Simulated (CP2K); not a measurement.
Input and output of a self-consistent single point for GaPPt5 (P4/mmm, 7 atoms in the cell) (CP2K).

Computed with PBEsol, GPW, DZVP-MOLOPT-SR-GTH basis, GTH-PBE potentials (GTH_POTENTIALS) (CP2K).

The change in words: lattice scaled by 0.98. Reference geometry:
```yaml
crystal:
  lattice:
    - [3.84868, 0.00000, 0.00000]
    - [0.00000, 3.84868, 0.00000]
    - [0.00000, 0.00000, 6.76343]
  atoms:
    - { symbol: Ga, position: [0.50000, 0.50000, 0.00000] }
    - { symbol: P, position: [0.00000, 0.00000, 0.50000] }
    - { symbol: Pt, position: [0.00000, 0.50000, 0.28992] }
    - { symbol: Pt, position: [0.00000, 0.50000, 0.71008] }
    - { symbol: Pt, position: [0.50000, 0.00000, 0.28992] }
    - { symbol: Pt, position: [0.50000, 0.00000, 0.71008] }
    - { symbol: Pt, position: [0.00000, 0.00000, 0.00000] }
```

Reference input (self-consistent single point, DFT PBEsol, GPW, DZVP-MOLOPT-SR-GTH basis, GTH-PBE potentials (GTH_POTENTIALS)): CUTOFF = 600 Ry; REL_CUTOFF = 50 Ry; SMEAR/METHOD = GAUSSIAN; SIGMA = 0.1 eV; KPOINTS/SCHEME = MONKHORST-PACK 7 7 4; GAMMA_CENTERED = T; XC_FUNCTIONAL = PBE:PBESOL; Ga/BASIS_SET = DZVP-MOLOPT-SR-GTH; Ga/POTENTIAL = GTH-PBE-q13; P/BASIS_SET = DZVP-MOLOPT-SR-GTH; P/POTENTIAL = GTH-PBE-q5; Pt/BASIS_SET = DZVP-MOLOPT-SR-GTH. This run's input differs from it in these lines:

```diff
@@ -67,5 +67,5 @@
     &CELL
-      A 3.84868000 0.00000000 0.00000000
-      B 0.00000000 3.84868000 0.00000000
-      C 0.00000000 0.00000000 6.76343100
+      A 3.77170600 0.00000000 0.00000000
+      B 0.00000000 3.77170600 0.00000000
+      C 0.00000000 0.00000000 6.62816200
       PERIODIC XYZ
```

Output (repeated stretches shortened):

```
 SCF WAVEFUNCTION OPTIMIZATION

  Step     Update method      Time    Convergence         Total energy    Change
     1 NoMix/Diag. 0.20E+00      -     1.41350740      -684.4302430596 -6.84E+02
     2 Broy./Diag. 0.20E+00      -     0.04141759      -688.5667595246 -4.14E+00
     3 Broy./Diag. 0.20E+00      -     0.10454023      -685.2324563536  3.33E+00
     4 Broy./Diag. 0.20E+00      -     0.00766363      -681.6339306961  3.60E+00
     5 Broy./Diag. 0.20E+00      -     0.02431817      -681.4714788621  1.62E-01
     6 Broy./Diag. 0.20E+00      -     0.00561827      -681.4822597326 -1.08E-02
   [... 11 lines left out ...]
    18 Broy./Diag. 0.20E+00      -     0.00000302      -681.4583384588 -2.29E-05
    19 Broy./Diag. 0.20E+00      -     0.00000110      -681.4583449846 -6.53E-06
    20 Broy./Diag. 0.20E+00      -     0.00000101      -681.4583375887  7.40E-06
    21 Broy./Diag. 0.20E+00      -     0.00000004      -681.4583344276  3.16E-06
  *** SCF run converged in    21 steps ***

  Overlap energy of the core charge distribution:               0.00000000410873
  Self energy of the core charge distribution:              -1027.68190331337246
  Core Hamiltonian energy:                                    237.07228246964283
  Hartree energy:                                             179.51235225786345
  Exchange-correlation energy:                                -70.36093002411891
  Smearing free energy correction:                             -0.00013582173011
  Fermi energy:                                                 0.61366896640623

  Total energy:                                              -681.45833442760863
  Total energy (extrapolated to sigma->0):                   -681.45826651674361

   [... lines left out ...]

 STRESS| Analytical stress tensor [bar]
 STRESS|                        x                   y                   z
 STRESS|      x        3.40122467452E+05   1.31804573822E-03  -7.52287285489E-04
 STRESS|      y        1.31804573822E-03   3.40122515915E+05  -7.52505125716E-04
 STRESS|      z       -7.52287285489E-04  -7.52505125716E-04   3.32982291836E+05
 STRESS| 1/3 Trace                                             3.37742425068E+05
```

The run converged in 21 iterations. Against the reference run the free energy rises by 117 meV/atom, the pressure goes from 12.08 to 33.77 GPa and the largest force goes from 0.046 to 0.076 eV/Å.

The starting cell comes from a database of computed structures (which also holds hypothetical and non-ambient phases and stackings), without a prior relaxation at this level. Its lattice was rescaled by a random factor within 2.5 % of one. For this run, on top of that: lattice scaled by 0.98. Spin polarisation is off. Values carry the incompleteness of an atom-centred basis. The potentials were made for another functional than the one used. With a pressure of about 34 GPa the cell is away from its equilibrium volume at this level.

Cost on one core of a shared machine: roughly 80 s.
